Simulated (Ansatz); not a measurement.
Migration barriers of interstitials in nitrides: PBE bands (Ansatz, a quantum-chemistry and plane-wave program, plane waves to 420 eV, PAW, climbing-image NEB) beside the CHGNet universal potential on its own band (it has no charge state). Forward barriers of single hops from the lowest site run, static nuclei, no finite-size correction. The rows are a random draw from the bands that converged and passed our checks of state and shape. Saddle orders were checked for a part of the study's bands only and are not shown. Charge states are imposed.

| Defect | Route | Hop (Å), direction in the unit cell | End over start, densest mesh run (eV) | Cell and PBE mesh | CHGNet k-points | PBE (eV) | CHGNet (eV) |
|---|---|---|---|---|---|---|---|
| interstitial Zn in zinc-blende AlN, charge +2 | Al moves farthest | 1.87 along (0.00, -0.42, 0.00) | 0.04 | 64 sites, Γ | none | 1.69 | 1.32 |
| interstitial Na in wurtzite GaN, charge +1 | Na moves farthest | 3.22 along (1.00, 1.00, 0.00) | 0.00 | 72 sites, one k-point at (0.125, 0.250, 0.250) | none | 1.71 | 1.90 |
| interstitial B in rock-salt TiN, charge 0 | B moves farthest | 2.11 along (0.00, 0.50, 0.00) | 0.00 | 64 sites, 2×2×2 shifted | none | 1.27 | 0.44 |
| interstitial Li in zinc-blende BN, charge +1 | Li moves farthest | 1.57 along (0.25, 0.25, -0.25) | 0.31 | 64 sites, 2×2×2 shifted | none | 1.70 | ___ |
| interstitial Cu in wurtzite GaN, charge +1 | Cu moves farthest | 2.63 along (0.00, 0.00, -0.50) | 0.00 | 72 sites, one k-point at (0.125, 0.250, 0.250) | none | 1.15 | 1.02 |
| interstitial Al in beta Si3N4, charge +3 | Al moves farthest | 1.46 along (0.00, 0.00, 0.50) | 0.00 | 84 sites, Γ | none | 0.23 | 0.09 |
| interstitial Ag in beta Si3N4, charge +1 | Ag moves farthest | 1.48 along (0.00, 0.00, -0.50) | 0.00 | 84 sites, Γ | none | 0.08 | ___ |
| interstitial Mg in wurtzite GaN, charge +2 | Mg moves farthest | 2.61 along (0.00, 0.00, -0.50) | 0.00 | 72 sites, one k-point at (0.125, 0.250, 0.250) | none | 2.04 | 1.28 |

**Question.** Complete the blanks.

**Answer.** 
- interstitial Li in zinc-blende BN, charge +1, CHGNet (eV): 0.34
- interstitial Ag in beta Si3N4, charge +1, CHGNet (eV): 0.00
